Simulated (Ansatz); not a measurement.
An Ansatz (a program for electronic structure) run: Ge with a change (pressure 9 GPa); r2SCAN (Ansatz, PAW, no spin-orbit coupling), earlier PAW set.

Input:

Ansatz 0.2 input:
```yaml
crystal:
  lattice:
    - [0, 2.7878715941, 2.7878715941]
    - [2.7878715941, 0, 2.7878715941]
    - [2.7878715941, 2.7878715941, 0]
  atoms:
    - { symbol: Ge, position: [0.5, 0.5, 0.5] }
    - { symbol: Ge, position: [0.75, 0.75, 0.75] }
basis: { ecutwfc: 500, ecutrho_ratio: 4, xc_grid: 4, fft_grid_basis: typed }
kpoints: { mp_grid: { grid: [10, 10, 10] } }
hamiltonian:
  xc: r2scan
  dispersion: none
  pseudopotentials: { azcp: { folder: ./paw }, kind: paw }
scf: { occupations: { method: fermi_dirac, width: 0.05 } }
relax: { f_tol: 0.01, max_steps: 60, cell: { stress_tol: 0.02, p_target: 9.0 } }
output: { forces: true, stress: true }
checkpoint: { write: state.ck, write_every: 1000 }
```

Output (explanatory and most iteration lines left out):

```
Relaxation: its limit of steps is 60 (relax.max_steps)
Pseudopotential: Ge, paw, valence charge 14
Crystal: 2 atoms, lattice volume = 43.336 Å³
Basis set: ecut = 500 eV, 1067 PW (Γ), exchange–correlation on 120×120×120 points (64 copies of the dense FFT grid, shifted against one another)
Bands: 18, of which v1, the nominal top of the filled ones, is band 14 counted from 1 (13 counted from 0)
Symmetry: 48 space group operations
Space group: Fd-3m (ITA 227), of the structure as read, at distance tolerance 3.5e-5 Å
k-points: 47 of 1000
Functional: x = r2scan, c = r2scan; τ floored in thin density (d = 2e-4 eV/Å³)
SCF iter   1: F=—  HF=-8605.719830 eV  |F-HF|=—  |Δ(HF+E_count)|=         —  Δρ=3.96e-2  dr2=5.13e-1  dr2_τ=5.67e-3  ethr=1.82e-3  ⟨swp⟩=1.0  Hψ=5215  notcnv=0
SCF iter   2: F=—  HF=-8605.768178 eV  |F-HF|=—  |Δ(HF+E_count)|=   4.83e-2  Δρ=2.00e-2  dr2=1.08e-1  dr2_τ=7.07e-4  ethr=1.82e-3  ⟨swp⟩=2.1  Hψ=1040  notcnv=0
SCF 1 converged in 6 iterations: F = -8605.799946 eV  dr2 = 2.51e-9
relax step   1: F+E_penalty+E_count = -8605.79994602 eV  Δ(F+E_penalty+E_count) = +0.000e0 eV  max|allowed force component| = 1.041e-17 eV/Å  Δτ_max = 0.0000 Å  P = +4.200 GPa  Ω = 43.336 Å³  (6 SCF iters, dr2 threshold 1.00e-7 eV, accepted)
[... steps on the carried basis left out ...]
relax step   5: F+E_penalty+E_count = -8605.71852888 eV  Δ(F+E_penalty+E_count) = +2.799e-4 eV  max|allowed force component| = 6.014e-17 eV/Å  Δτ_max = 0.0000 Å  P = +8.995 GPa  Ω = 41.328 Å³  stress off target by 5.47e-3 GPa  SCF on the basis re-selected at this cell (its energy is not comparable with the rows above)  (5 SCF iters)
SCF converged after 5 iterations
Free energy (F): -8605.718529 eV
Internal energy: -8605.718518 eV  (E = F + TS)
E sigma→0 (E₀):  -8605.718524 eV
Entropy (-TS):   -0.000011 eV (-0.005 meV/atom)
Fermi energy:    9.930807 eV
--- Forces (eV/Å), atoms counted from 1 ---
  atom   1  Ge     0.00000000     0.00000000    -0.00000000
  atom   2  Ge    -0.00000000    -0.00000000     0.00000000
--- Stress (GPa, compression-positive) ---
        8.994534      -0.000000      -0.000000
       -0.000000       8.994534      -0.000000
       -0.000000      -0.000000       8.994534
  P = ⅓ Tr σ = 8.9945 GPa (89.945 kbar)
--- Relaxed structure (4 steps of the walk, 4 accepted, 1 SCFs on fresh bases) ---
  cell:  # Å, volume = 41.3282 Å³
    - [-1.630519050526589e-33, 2.7441352810861073, 2.7441352810861073]
    - [2.7441352810861073, -1.579565330197633e-33, 2.7441352810861073]
    - [2.7441352810861073, 2.7441352810861073, -1.9362413725003242e-33]
  atoms:
    - { symbol: Ge, position: [0.5, 0.5, 0.5] }
    - { symbol: Ge, position: [0.75, 0.75, 0.75] }
```

Load acts through the strain it causes; cell and atoms are relaxed under it. Whether these cells are dynamically stable was not tested. Tetrahedral semiconductors of this kind turn to denser phases somewhere between about 1 and 50 GPa; those were not computed, so compressed cells here can lie past the real transition. The cell was made from Ge in the diamond structure (space group Fd-3m, No. 227) by this change: pressure 9 GPa.
